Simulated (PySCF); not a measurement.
PySCF 2.14.0, R2SCAN/def2-svpd, df: Te(F)(Cl) (F[Te]Cl), 3 atoms. The geometry is a generated start, not checked to be a minimum at this level.

task: energy
method: r2scan
basis: def2-svpd
two-electron scheme: density fitting
mol.max_memory: 3000 MB
mf.max_cycle: 100
mf.conv_tol: 1e-09 (default)
mf.grids.level: 3 (default)
effective core potentials: those of the basis set, past Kr
basis functions: 85
grid points: 55104

```xyz
3

Te     0.1478    -0.0102     0.9721
F      0.8543     1.2592    -0.3844
Cl    -1.0021    -1.2490    -0.5877
```

With the defaults (mf.DIIS = CDIIS, mf.diis = true, mf.init_guess = minao, mf.diis_space = 8, mf.diis_damp = 0, mf.damp = 0, mf.diis_start_cycle = 1, mf.level_shift = 0) it converges in 16 Fock builds. One run each on 2 threads, 1 BLAS thread, with these changes:
- mf.init_guess = 1e
- mf.diis = false, mf.damp = 0.7, mf.diis_start_cycle = 999
- mf.init_guess = atom
- mf.diis_space = 20
- mf.DIIS = EDIIS
- mf.level_shift = 0.3 Hartree
- mf.diis_space = 3
- mf.diis_damp = 0.3
- mf.diis = false

Task: Which runs fail or end elsewhere than the default run?

Result: No convergence: mf.DIIS = EDIIS; mf.diis = false (the run ends without SCF convergence in 100 cycles). The rest reach the solution of the defaults.

```tsv
setting	Fock builds	end
mf.init_guess = atom	12	same solution
mf.diis_damp = 0.3	14	same solution
the defaults	16	same solution
mf.diis_space = 20	16	same solution
mf.init_guess = 1e	18	same solution
mf.level_shift = 0.3 Hartree	19	same solution
mf.diis = false, mf.damp = 0.7, mf.diis_start_cycle = 999	28	same solution
mf.diis_space = 3	30	same solution
mf.DIIS = EDIIS	101	no convergence
mf.diis = false	101	no convergence
```
